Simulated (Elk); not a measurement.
Band structure of LaZnGa (P6_3/mmc, 6 atoms in the cell).

```yaml
crystal:
  lattice:
    - [4.49206, 0.00000, 0.00000]
    - [-2.24603, 3.89024, 0.00000]
    - [0.00000, 0.00000, 8.04708]
  atoms:
    - { symbol: La, position: [0.00000, 0.00000, 0.50000] }
    - { symbol: La, position: [0.00000, 0.00000, 0.00000] }
    - { symbol: Zn, position: [0.33333, 0.66667, 0.75000] }
    - { symbol: Zn, position: [0.66667, 0.33333, 0.25000] }
    - { symbol: Ga, position: [0.33333, 0.66667, 0.25000] }
    - { symbol: Ga, position: [0.66667, 0.33333, 0.75000] }
```

Computed with PBEsol, all-electron FP-LAPW, Elk's shipped species files, default APW+lo basis run with Elk.

Settings: xctype = 22; rgkmax = 7; stype = 0; swidth = 0.00367493 Ha; ngridk = 6 6 3; rmtscf = 0.96.

The starting cell comes from a database of computed structures (which also holds hypothetical and non-ambient phases and stackings), without a prior relaxation at this level. Values depend on the basis (sphere radii, cutoffs, local orbitals), which need not be converged.

Levels in eV from the Fermi level, bands 39 to 46:
| point | 39 | 40 | 41 | 42 | 43 | 44 | 45 | 46 |
|---|---|---|---|---|---|---|---|---|
| Γ | -0.69 | -0.04 | 0.77 | 0.77 | 0.77 | 1.08 | 1.08 | 1.45 |
| M | -1.62 | -1.26 | -0.53 | -0.17 | -0.02 | 0.45 | 3.03 | 3.20 |
| K | -2.74 | -0.56 | -0.51 | -0.51 | 1.20 | 1.20 | 1.97 | 2.31 |
| A | -0.16 | -0.16 | -0.16 | -0.16 | 1.19 | 1.19 | 1.54 | 1.54 |
| L | -1.01 | -1.01 | -0.17 | -0.17 | 0.20 | 0.20 | 1.83 | 1.83 |
| H | -1.77 | -1.77 | -0.23 | -0.23 | 0.16 | 0.16 | 2.66 | 2.66 |

Bands cross the Fermi level along this path, so the cell is metallic at this level.
